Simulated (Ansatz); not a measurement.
Take SrO in the rock salt structure (space group Fm-3m, No. 225; a = 5.122 Å) as the base.

Computed with PBEsol (Ansatz, a first-principles code), without spin-orbit coupling.

For the base:

- Smallest direct gap: 3.26 eV
- Band gap: 3.20 eV
- Pressure: 0.00 GPa

The change: the cell is scaled by 0.9900 in all directions, atoms relaxed at fixed cell.

Question: What happens to the smallest direct gap, band gap and pressure?

Answer: The smallest direct gap drops by 0.047 eV, from 3.26 eV to 3.22 eV; the band gap decreases by 0.023 eV, from 3.20 eV to 3.17 eV; the pressure goes from zero to 3.02 GPa.

The cells carry an imposed strain or load. No phonon test of stability was made.
